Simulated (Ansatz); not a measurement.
Input:

```xyz
4
Lattice="3.2373 0.0000 0.0000 -1.6187 2.8036 0.0000 0.0000 0.0000 5.2221" Properties=species:S:1:pos:R:3 pbc="T T T"
Zn     1.6187     0.9345     2.6141
Zn     0.0000     1.8691     0.0031
O      1.6187     0.9345     4.5940
O      0.0000     1.8691     1.9829
```

Space group of this cell: P6_3mc, wurtzite. The cell is taken as given; by r2SCAN its mean pressure is -0.5 GPa.

Calculation: r2SCAN (plane waves, PAW; Ansatz, a first-principles code).

The current runs along the normal of the first two printed vectors; no spin-orbit coupling. Scaled by the factor s: the length along the current (ions clamped). Meshes 12×12×6 and 12×12 across the current in all rows.

```csv
s,mean pressure (GPa),band gap (eV)
0.97,4.5,1.32
1.00,-0.5,1.23
1.03,-4.4,?
```

Problem. Take the slope of the band gap against ln s from the two given rows, extrapolate to s = 1.03, and say what the run there gives.

Solution. Slope = (1.32 − 1.23) / ln 0.97 = -2.95 eV. The line gives 1.23 + (-2.95) × ln 1.03 = 1.14 eV. The run gives 1.14 eV, as the line does.
